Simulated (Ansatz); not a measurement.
# Ansatz run on NbP (Imm2, 4 atoms in the cell): self-consistent single point

Method of the run: PBEsol, default PAW files made with PBE (plane waves; Ansatz, a quantum-chemistry and plane-wave program).

Input as run:

Ansatz 0.2 input:
```yaml
crystal:
  lattice:
    - [-1.683300, 1.683300, 5.768811]
    - [1.683300, -1.683300, 5.768811]
    - [1.683300, 1.683300, -5.768811]
  atoms:
    - { symbol: Nb, position_ang: [-0.000000, 0.000000, 8.701836] }
    - { symbol: Nb, position_ang: [1.683300, 0.000000, 5.767426] }
    - { symbol: P, position_ang: [-0.000000, 0.000000, 3.839144] }
    - { symbol: P, position_ang: [1.683300, 0.000000, 0.954738] }
basis:
  ecutwfc: 420.0
kpoints:
  mp_grid: { grid: [10, 10, 10] }
hamiltonian:
  xc: pbesol
  pseudopotentials: { kind: paw }
scf:
  occupations: { method: gaussian, width: 0.2 }
output:
  forces: true
  eigenvalues: true
  stress: true
```

Log, with long lists cut:

```
WARN ansatz: RAYON_NUM_THREADS=1 ignored (pool sized by the plan → 1); use --threads N
basis.fft_grid_basis auto: the FFT boxes are laid along the combinations [[1, 0, 1], [0, 1, 1], [0, 0, 1]] of the cell's own vectors, 3.367, 3.367 and 6.241 Å …
Pseudopotentials: kind: paw
Pseudopotential: Nb, paw, valence charge 13
Pseudopotential: P, paw, valence charge 5
Crystal: 4 atoms, lattice volume = 65.384 Å³
Basis set: ecut = 420 eV, 1271 PW (Γ), FFT grids on a1+a3, a2+a3, a3, exchange–correlation on 48×48×90 points (8 copies of the dense FFT grid, shifted against one another)
Bands: 22, of which v1, the nominal top of the filled ones, is band 18 counted from 1 (17 counted from 0)
Symmetry: 4 space group operations
Space group: Imm2 (ITA 44), of the structure as read, at distance tolerance 4.0e-5 Å
k-points: 171 of 1000 (time reversal used)
PAW frozen core: Nb, regenerated for the run's functional, and the local potential with it
PAW frozen core: P, regenerated for the run's functional, and the local potential with it
Initial density: superposition of atomic densities (neutral atoms: chi_scale 0, normalization atom), corrected by the library's trained network
Initial wavefunctions: pseudopotential atomic-orbital guess
Eigensolver: davidson
Functional: x = pbesol(κ = 0.804, μ = 0.12345679012345678), c = pbesol(β = 0.046)
SCF iter   1: F=—  HF=-10475.306238 eV  |F-HF|=—  |Δ(HF+E_count)|=         —  Δρ=8.18e-3  dr2=2.89e-2  ethr=1.77e-3  ⟨swp⟩=5.1  Hψ=17669  notcnv=0
all-band conjugate gradients solve this SCF's bands
preconditioner: auto → Kerker (q_TF=auto, 2.470 Å⁻¹)
SCF iter   2: F=—  HF=-10475.302922 eV  |F-HF|=—  |Δ(HF+E_count)|=   3.32e-3  Δρ=4.60e-3  dr2=8.92e-3  ethr=8.02e-5  ⟨swp⟩=1.0  Hψ=5130  notcnv=0
SCF iter   3: F=—  HF=-10475.301830 eV  |F-HF|=—  |Δ(HF+E_count)|=   1.09e-3  Δρ=6.49e-4  dr2=3.27e-4  ethr=2.48e-5  ⟨swp⟩=2.8  Hψ=6079  notcnv=0
SCF iter   4: F=—  HF=-10475.301760 eV  |F-HF|=—  |Δ(HF+E_count)|=   6.99e-5  Δρ=1.24e-4  dr2=1.08e-5  ethr=9.07e-7  ⟨swp⟩=2.3  Hψ=5105  notcnv=0
SCF iter   5: F=—  HF=-10475.301754 eV  |F-HF|=—  |Δ(HF+E_count)|=   5.95e-6  Δρ=2.19e-5  dr2=4.35e-7  ethr=3.00e-8  ⟨swp⟩=2.4  Hψ=5468  notcnv=0
SCF iter   6: F=-10475.301754 eV  HF=-10475.301754 eV  |F-HF|=1.00e-8  |Δ(HF+E_count)|=   4.59e-8  Δρ=4.86e-6  dr2=2.25e-8  ethr=2.78e-10  ⟨swp⟩=5.5  Hψ=15903  notcnv=0
SCF 1 converged in 6 iterations: F = -10475.301754 eV  dr2 = 2.25e-8
SCF converged after 6 iterations
Free energy (F): -10475.301754 eV
Harris-Foulkes:  -10475.301754 eV  (|F-HF|=1.00e-8)
Internal energy: -10475.285676 eV  (E = F + TS)
E sigma→0 (E₀):  -10475.293715 eV
Entropy (-TS):   -0.016078 eV (-4.020 meV/atom)
Fermi energy:    14.473487 eV
--- Per-component energies (eV) ---
  E_band       = -159.295497
  E_kinetic    = 930.494711
  E_local      = -1750.238758  (includes V_loc(G=0)·N_el)
  E_nonlocal   = 308.444003
  E_hartree    = 566.350412
  E_xc         = -473.068587
  E_vxc        = -549.181722  (∫ρ·V_xc dr)
  E_paw        = -7143.031702  (= ΣΔE_a)
  E_vpaw       = -231.513447  (= ΣTr[D̂ρ^β])
  E_aug_tail   = 0.000020  (compensation charges beyond the density's cutoff)
  E_ewald      = -2914.705385
  E_core_change = 0.469610  (= ΣΔE_core)
  E_smearing   = -0.016078  (= −TS)
  E_closure    = 0.000000  (closes the sum)
  Σ components = -10475.301754   (vs F -10475.301754, Δ=0.00e0)
--- Forces (eV/Å), atoms counted from 1 ---
  atom   1  Nb     0.00000000     0.00000000    -0.70986020
  atom   2  Nb     0.00000000     0.00000000     0.21532548
  atom   3  P      0.00000000     0.00000000     0.26557379
  atom   4  P      0.00000000     0.00000000     0.22897356
  max |Σ_I F_I| component: 1.26e-5 eV/Å
--- Stress (GPa, compression-positive) ---
       -8.241795       0.000000       0.000000
        0.000000      -9.004317       0.000000
        0.000000       0.000000      -9.307833
  P = ⅓ Tr σ = -8.8513 GPa (-88.513 kbar)
  The stress holds the Pulay correction. Without it, at fixed plane waves, as pw.x and ABINIT print it: P = -8.8771 GPa
--- Band table (eV; the first three rows and the last of 171) ---
  k-point 0: bands = ["-40.3795", "-40.3360", "-16.6541", "-16.4910", "-16.4545", "-16.3581", "-16.3198", "-16.2900", "1.8621", "4.1968", "8.4155", "11.4919", "12.2455", "12.3475", "12.4015", "12.7776", "13.0997", "13.2100", "15.2565", "16.0023", [...]
  k-point 1: bands = ["-40.3757", "-40.3337", "-16.6419", "-16.5131", "-16.4768", "-16.3801", "-16.3431", "-16.2874", "2.1244", "4.2885", "8.5568", "11.1090", "12.0025", "12.0646", "12.1907", "12.6404", "13.3054", "13.3932", "14.9156", "15.4422", [...]
  k-point 2: bands = ["-40.3658", "-40.3276", "-16.6213", "-16.5643", "-16.5246", "-16.4343", "-16.3943", "-16.2920", "2.8120", "4.4589", "9.0533", "10.2152", "10.8636", "11.5231", "11.6059", "12.8169", "13.6715", "13.8038", "14.5991", "15.1332", [...]
  k-point 170: bands = ["-40.3711", "-40.3445", "-16.4972", "-16.4959", "-16.4646", "-16.4539", "-16.3477", "-16.3133", "2.7715", "2.8633", "10.4445", "10.5456", "11.8093", "11.8377", "11.9006", "11.9117", "13.9261", "13.9580", "15.5339", "15.6790", [...]
```

The run converged in 6 iterations.

The starting cell comes from a database of computed structures (which also holds hypothetical and non-ambient phases and stackings), without a prior relaxation at this level. Its lattice was rescaled by up to half a per cent. One atom was moved a little off its site on purpose. Spin polarisation is off. With a pressure of about -9 GPa the cell is away from its equilibrium volume at this level. Ansatz's pressure includes its estimate of the finite-basis (Pulay) stress.
